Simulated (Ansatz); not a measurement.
# A computed series for hypothetical rock salt ZrSi: point defects

Take a 16-atom supercell of ZrSi in the rock salt structure (space group Fm-3m, No. 225; a = 5.3411 Å; a hypothetical phase, not in the database extracts checked) at its relaxed geometry as the base.

One neutral defect a cell, atoms relaxed at fixed cell.

Calculations: Ansatz (a program for electronic structure), PBEsol, PAW, cutoff 420 eV, spin-orbit coupling left out.

```tsv
variant	largest displacement of a host atom from its site in the perfect cell	pressure
perfect supercell	–	0.0 GPa
Li interstitial (started 2.09 Å from the nearest host atom)	0.14 Å	4.5 GPa
Pt on a Si site	0.03 Å	1.9 GPa
H interstitial (started 1.89 Å from the nearest host atom)	?	?
```

Task: Complete the table.

Result: 
- H interstitial (started 1.89 Å from the nearest host atom), largest displacement of a host atom from its site in the perfect cell: 0.11 Å
- H interstitial (started 1.89 Å from the nearest host atom), pressure: 0.7 GPa

In so small a cell the defect repeats every few ångströms: this is an ordered compound, not a dilute defect. The final runs are not spin-polarised.
